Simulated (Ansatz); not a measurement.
## ZnSe (model structure, started from the WC type, P-6m2, No. 187, 2 atoms in the cell): properties by level of theory

```tsv
level (code)	lattice constant a (Å)	lattice parameter c (Å)	formation enthalpy (eV/atom)
PBE (Ansatz)	…	3.329	-0.193
PBEsol (Ansatz)	3.655	…	-0.190
PBE-D3(BJ) (Ansatz)	3.660	3.311	-0.193
r²SCAN (Ansatz)	3.691	3.321	-0.263
```

Fill in the missing entries.


- PBE (Ansatz, a first-principles code), lattice constant a (Å): 3.742
- PBEsol (Ansatz), lattice parameter c (Å): 3.288

Ansatz's density-functional and Hartree–Fock values are scalar-relativistic unless marked +SOC, with PAW data made under PBE.

The computed numbers hold no vibrational or temperature effects.

A model structure was made by putting elements into a prototype or built by hand; it is no filed structure, need not be a known phase, and can be a saddle point held by its symmetry.
